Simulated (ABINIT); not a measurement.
Worked example: self-consistent single point of Os (P6_3/mmc, 2 atoms in the cell) in ABINIT.

Level of theory: BLYP, PAW (JTH v2.0 PBE PAW, files made for PBE) (plane waves; ABINIT).

```xyz
2
Lattice="2.6791 0.0000 0.0000 -1.3396 2.3202 0.0000 0.0000 0.0000 4.2207" Properties=species:S:1:pos:R:3 pbc="T T T"
Os     0.0000     1.5468     1.0552
Os     1.3396     0.7734     3.1656
```

Reference input (self-consistent single point, DFT, revPBE, plane waves, PAW (JTH v2.0 PBE PAW, files made for PBE)): pseudos = [Os.GGA_PBE-JTH.xml]; ecut = 40 Ry; pawecutdg = 80 Ry; pawxcdev = 0; ixc = 14; occopt = 6; tsmear = 0.1 eV; ngkpt = 10 10 5; nshiftk = 1; shiftk = 0 0 0; potentials = JTH v2.0 PBE PAW; nband = 13. This run's input differs from it in these lines:

```diff
@@ -19,3 +19,3 @@
 pawxcdev 0
-ixc 14
+ixc -106131
 occopt 6
```

Output, abridged:

```
--- !BeginCycle
solver: {iscf: 17, nstep: 60, nline: 4, wfoptalg: 10, }
tolerances: {tolvrs: 1.00E-11, }
...

     iter   Etot(hartree)      deltaE(h)  residm     nres2
 ETOT  1  -31.312359859146    -3.131E+01 1.831E-01 1.081E+01
 ETOT  2  -31.325147569120    -1.279E-02 1.132E-02 7.554E-01
 ETOT  3  -31.321423215208     3.724E-03 5.435E-03 3.111E-02
 ETOT  4  -31.321533047794    -1.098E-04 1.053E-03 2.880E-03
 ETOT  5  -31.321570069342    -3.702E-05 2.699E-04 1.851E-05
 ETOT  6  -31.321570210980    -1.416E-07 2.134E-04 3.376E-07
 ETOT  7  -31.321570248122    -3.714E-08 9.188E-05 1.999E-08
 ETOT  8  -31.321570248445    -3.232E-10 8.667E-05 8.595E-10
 ETOT  9  -31.321570248458    -1.311E-11 5.679E-05 1.401E-11
 ETOT 10  -31.321570248458     6.501E-13 3.285E-05 7.752E-13
 At SCF step   10       nres2   =  7.75E-13 < tolvrs=  1.00E-11 =>converged.

 Cartesian components of stress tensor (hartree/bohr^3)
  sigma(1 1)= -2.10234292E-03  sigma(3 2)=  0.00000000E+00
  sigma(2 2)= -2.10234292E-03  sigma(3 1)=  0.00000000E+00
  sigma(3 3)= -2.04017671E-03  sigma(2 1)= -9.27950136E-13

 ----iterations are completed or convergence reached----

 reduced coordinates (array xred) for    2 atoms
       0.333333333333      0.666666666667      0.250000000000
       0.666666666667      0.333333333333      0.750000000000
 cartesian forces (eV/Angstrom) at end:
    1     -0.00000000000000    -0.00000000000000    -0.00000000000000
    2      0.00000000000000     0.00000000000000    -0.00000000000000
 frms,max,avg= 3.6464959E-27 5.4697438E-27   0.000E+00  0.000E+00  0.000E+00 e/A
   [... lines left out ...]
 Fermi (or HOMO) energy (hartree) =   0.42251   Average Vxc (hartree)=  -0.48824
   [... lines left out ...]
'-kT*entropy'       : -5.35421365517363E-05
total_energy        : -3.13215705329838E+01
total_energy_eV     : -8.52303278871088E+02
...

-Cartesian components of stress tensor (GPa)         [Pressure=  6.1243E+01 GPa]
- sigma(1 1)= -6.18530536E+01  sigma(3 2)=  0.00000000E+00
- sigma(2 2)= -6.18530537E+01  sigma(3 1)=  0.00000000E+00
- sigma(3 3)= -6.00240611E+01  sigma(2 1)= -2.73012310E-08

 Calculation completed.
```

The run converged in 10 iterations. Against the reference run the pressure goes from 44.83 to 61.24 GPa.

The starting cell comes from a database of computed structures (which also holds hypothetical and non-ambient phases and stackings), without a prior relaxation at this level. Its lattice was rescaled by a random factor within 2.5 % of one. Spin polarisation is off. The potentials were made for another functional than the one used. With a pressure of about 61 GPa the cell is away from its equilibrium volume at this level.
